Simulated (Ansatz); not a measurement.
System: CsCl-type CoGa. Method: r²SCAN in Ansatz (plane waves, PAW).

Numerical settings: plane-wave cutoff 600 eV, 22×22×22 k mesh, Fermi–Dirac smearing 0.038 eV (set by the program), no spin polarisation, scalar-relativistic PAW data made under PBE.

Computed at the level's own relaxed cell.

Hill averages of the elastic tensor: K = 201.8 GPa, G = 90.1 GPa. Volume 11.503 Å³/atom, mean atomic mass 64.328 u.

Work out the density, the sound velocities of a polycrystal and the elastic Debye temperature, and Pugh's ratio at this level.

ρ = 1.66054 × 64.328/11.503 = 9.286 g/cm³. v_l = √[(K + 4G/3)/ρ] = 5.888 km/s and v_t = √(G/ρ) = 3.115 km/s. The mean follows from 3/v_m³ = 1/v_l³ + 2/v_t³: v_m = 3.482 km/s. Θ_D = (ħ/k_B) v_m (6π²/V)^(1/3) = 76.38 K Å s/km × 3.482 × 1.7267 Å⁻¹ = 459 K, counting all atoms of the cell. K/G = 2.24, to be set beside Pugh's rough bound of 1.75 between brittle and ductile metals.

Ansatz is a program for electronic structure.
